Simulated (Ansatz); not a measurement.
The starting structures come from a database of crystals and need not be the phases stable at ambient conditions.

By PBEsol, the system below comes out a metal.

Crystal: ScPd (Pm-3m, CsCl type, not sure to be the ambient phase, 2 atoms a cell, 18.0 Å³ an atom, -3 GPa at this level); planes in its conventional cell.

Level of theory: PBEsol (plane waves, PAW; Ansatz, an electronic-structure program).

G/A = (e²/h) × open channels of both spins per area, as a mean over 0.1 eV about the Fermi level, without spin-orbit coupling, for the cells as given.

| plane | area (Å²) | G/A (10¹⁵ S/m²) |
|---|---|---|
| (110) | 15.4 | 0.96 |
| (001) | 10.9 | (withheld) |
| (111) | 18.9 | (withheld) |

Question: Complete the blanks.

Answer: 
- (001), G/A (10¹⁵ S/m²): 0.86
- (111), G/A (10¹⁵ S/m²): 1.0
